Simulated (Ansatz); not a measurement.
GaN (model structure, started from the HgO type, P6₄22, No. 181, 6 atoms in the cell) was calculated with PBEsol (plane waves, PAW; Ansatz, an electronic-structure program).

Settings: plane-wave cutoff 520 eV, 24×24×8 k mesh (along the axes of the cell as run), Fermi–Dirac smearing 0.05 eV, scalar-relativistic PAW data made under PBE.

Cell (relaxed with PBE-D3(BJ)):

```cif
data_Ga3N3
_chemical_formula_sum 'Ga3 N3'
_space_group_name_H-M_alt 'P6422'
_space_group_IT_number 181
_space_group_name_Hall 'P 64 2 (0 0 2)'
_cell_length_a 3.13672
_cell_length_b 3.13672
_cell_length_c 7.39606
_cell_angle_alpha 90.000
_cell_angle_beta 90.000
_cell_angle_gamma 120.000
loop_
_atom_site_label
_atom_site_type_symbol
_atom_site_symmetry_multiplicity
_atom_site_Wyckoff_symbol
_atom_site_fract_x
_atom_site_fract_y
_atom_site_fract_z
_atom_site_occupancy
Ga1 Ga 3 d 0.50000 0.00000 0.50000 1
N1 N 3 c 0.50000 0.00000 0.00000 1
```

Q: Give the computed band gap.

A: 
* **band gap**: 1.37 eV (on the SCF k mesh)

Note: the relaxation could raise the start's symmetry but not lower it, so the cell can be a saddle point; cell and atoms aren't relaxed at this level (pressure -2.5 GPa).

Spin–orbit coupling is not included.

The computed numbers hold no vibrational or temperature effects.

A model structure was made by putting elements into a prototype or built by hand; it is no filed structure, need not be a known phase, and can be a saddle point held by its symmetry.
